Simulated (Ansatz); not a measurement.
## In₂Si₂O₇ (C2/m, No. 12, 11 atoms in the cell; start COD 8101227): band gap by level of theory

No measured value is used here.

```csv
level (code),value (eV)
LDA (Ansatz),2.96
PBEsol (Ansatz),3.01
r²SCAN (Ansatz),3.72
r²SCAN+SOC (Ansatz),3.73 (direct)
```

Computed values are for a static lattice. Spin–orbit coupling is included only where a level's name says +SOC; with heavier elements it mostly lowers gaps and can invert bands.  Values are at the measured cell. Cutoffs differ between the levels. Ansatz's density-functional and Hartree–Fock values are scalar-relativistic unless marked +SOC, with PAW data made under PBE.

Ansatz is a quantum-chemistry and plane-wave program.
